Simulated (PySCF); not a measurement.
PySCF 2.14.0, WB97X/def2-svp: Zn(Cl)(OMe)(OH2)2 (C[O][Zn](<-[OH2])(<-[OH2])[Cl]), 13 atoms. The geometry is a generated start, not checked to be a minimum at this level.

| Item | Value |
|---|---|
| task | energy and gradient |
| method | wb97x |
| basis | def2-svp |
| mol.max_memory | 7000 MB |
| mf.init_guess | minao (default) |
| mf.DIIS | CDIIS (default) |
| mf.diis_space | 8 (default) |
| mf.conv_tol | 1e-09 (default) |
| mf.grids.level | 3 (default) |
| basis functions (reference run) | 140 |
| grid points (reference run) | 164544 |

```xyz
13

Zn     0.7440     0.5720     0.1408
Cl     2.3472     1.2729     1.3833
O      0.3419    -0.9311    -0.7611
C     -0.0636    -1.1716    -2.0757
H      0.6336    -0.7573    -2.8118
H     -0.0974    -2.2612    -2.2112
H     -1.0630    -0.7630    -2.2728
O     -0.6713     2.2130     0.7125
H     -0.1222     2.7628     1.2863
H     -1.3576     1.8279     1.2690
O     -0.3755    -0.5652     1.7884
H      0.2469    -0.9443     2.4182
H     -0.5630    -1.2550     1.1341
```

The reference run uses exact four-centre integrals. Single runs; times are not shown.

Settings tried, all else as in the reference:
- density fitting
- density fitting, auxbasis = def2-universal-jfit
- density fitting of J alone, exact K
- density fitting, auxbasis = autoaux

**Question.** Which of these stay within 1.0 meV/atom in energy, 10 meV/Å in forces (largest component) of the reference run?

**Answer.** Within it: density fitting, auxbasis = autoaux; density fitting; density fitting of J alone, exact K. Outside: density fitting, auxbasis = def2-universal-jfit.

| setting | energy against the reference | difference in forces (largest component) |
|---|---|---|
| density fitting, auxbasis = autoaux | −0.016 meV/atom | 1.3 meV/Å |
| density fitting | −0.15 meV/atom | 0.31 meV/Å |
| density fitting of J alone, exact K | −0.33 meV/atom | 0.39 meV/Å |
| density fitting, auxbasis = def2-universal-jfit | +5000 meV/atom | 490 meV/Å |

Total energies are compared; such shifts often cancel in part in energy differences. def2-universal-jfit is made for Coulomb alone and misses functions that exchange needs. No test of the SCF solution's stability was run. Also tried and not ranked: density fitting, auxbasis = def2-universal-jkfit (same energy as a listed run); COSX exchange (sgx_fit, pjs) with fitted J, mf.with_df.grids_level_i = 1, mf.with_df.grids_level_f = 1 (gradient came out as NaN); COSX exchange (sgx_fit, pjs) with fitted J, mf.with_df.grids_level_i = 1, mf.with_df.grids_level_f = 2 (default) (gradient came out as NaN); COSX exchange (sgx_fit, pjs) with fitted J, mf.with_df.grids_level_i = 1, mf.with_df.grids_level_f = 3 (gradient came out as NaN); COSX exchange (sgx_fit, pjs) with fitted J, mf.with_df.grids_level_i = 1, mf.with_df.grids_level_f = 4 (gradient came out as NaN). The tolerance is a choice made for this comparison.
